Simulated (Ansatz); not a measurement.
The parent structure is SrTiO3 in the cubic perovskite structure (space group Pm-3m, No. 221; a = 3.891 Å).

Structures relaxed with PBEsol/PAW in Ansatz (an electronic-structure program), no spin-orbit coupling.

Base:

Simulated powder pattern, Cu Kα, λ = 1.54184 Å (kinematic, ideal powder, no thermal factors, no anomalous dispersion; the 8 strongest lines at most, above 2 %, up to 2θ = 90°):

```csv
2θ (°),I/Imax (%),hkl
32.54,100,(110)
40.14,21,(111)
46.69,41,(200)
58.06,37,(211)
68.16,23,(220)
77.59,16,(310)
82.16,6.3,(311)
86.68,7.7,(222)
```

After one change:

Simulated powder pattern, Cu Kα, λ = 1.54184 Å (kinematic, ideal powder, no thermal factors, no anomalous dispersion; the 8 strongest lines at most, above 2 %, up to 2θ = 90°):

| 2θ (°) | I/Imax (%) |
|---|---|
| 24.30 | 4.1 |
| 34.63 | 100 |
| 42.76 | 20 |
| 49.79 | 39 |
| 62.06 | 36 |
| 73.06 | 22 |
| 83.45 | 16 |
| 88.54 | 6.3 |

Q: Which change produced these results?
A) pressure 7 GPa
B) pressure 75 GPa
C) pressure 50 GPa
D) pressure 3 GPa

A: C, pressure 50 GPa. Its volume per atom is 9.83 Å³ against 11.78 Å³, and its space group is Pm-3m (No. 221).

Load acts through the strain it causes; cell and atoms are relaxed under it. No phonon test of stability was made. No other phases were tried under pressure. The final runs are not spin-polarised. Many cubic perovskites are stable only at high temperature; tilts and polar distortions were not tested.
